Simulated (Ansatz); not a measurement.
# YTaN$_{3}$ (space group R3c, No. 161; a hypothetical phase, not in the database extracts checked)

```
CELL_PARAMETERS angstrom
      2.79635     1.61447     4.65052
     -2.79635     1.61447     4.65052
      0.00000    -3.22895     4.65052
ATOMIC_POSITIONS crystal
  Y  0.73039 0.73039 0.73039
  Y  0.23039 0.23039 0.23039
  Ta 0.49974 0.49974 0.49974
  Ta 0.99974 0.99974 0.99974
  N  0.66686 0.27347 0.84786
  N  0.84786 0.66686 0.27347
  N  0.27347 0.84786 0.66686
  N  0.34786 0.77347 0.16686
  N  0.77347 0.16686 0.34786
  N  0.16686 0.34786 0.77347
```

Computed with PBEsol (Ansatz, an electronic-structure program, PAW, no spin-orbit coupling). Γ-centred 10×10×10 mesh, Fermi–Dirac width 0.05 eV.

- Volume per atom = 12.60 Å³
- Density = 8.22 g/cm³
- Band gap = zero
- Total energy = -2948.536 eV/atom (σ→0; compares only within this code and set-up)

No phonon test of stability was made. The final runs are not spin-polarised.
